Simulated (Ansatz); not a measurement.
The reference is SrTiO3 in the cubic perovskite structure (space group Pm-3m, No. 221; a = 3.891 Å). Axes: x, y, z lie along the cube axes.

All numbers come from Kohn–Sham DFT with the PBEsol functional, run in Ansatz (a quantum-chemistry and plane-wave program) with PAW and 420 eV plane waves, spin-orbit coupling left out.

Before the change:

The band gap is 1.85 eV. The smallest direct gap is 2.19 eV.

The change: compressive biaxial strain of 1.50 % in the plane normal to [111], as in epitaxy on a mismatched substrate; the out-of-plane cell vector and the atoms relax.

Predict the new band gap.

The band gap shrinks by 0.016 eV (1.85 eV → 1.84 eV).

What does the calculation give for the energy relative to the base after the change?

The energy increases by 6.4 meV/atom.

What does the calculation give for the smallest direct gap after the change?

The smallest direct gap shrinks by 0.06 eV, from 2.19 eV to 2.13 eV.

What does the calculation give for the in-plane stress after the change?

The mean in-plane stress (compression positive) comes out as +5.9 GPa.

No phonon test of stability was made. All final runs are without spin polarisation. Many cubic perovskites are stable only at high temperature; tilts and polar distortions were not tested.
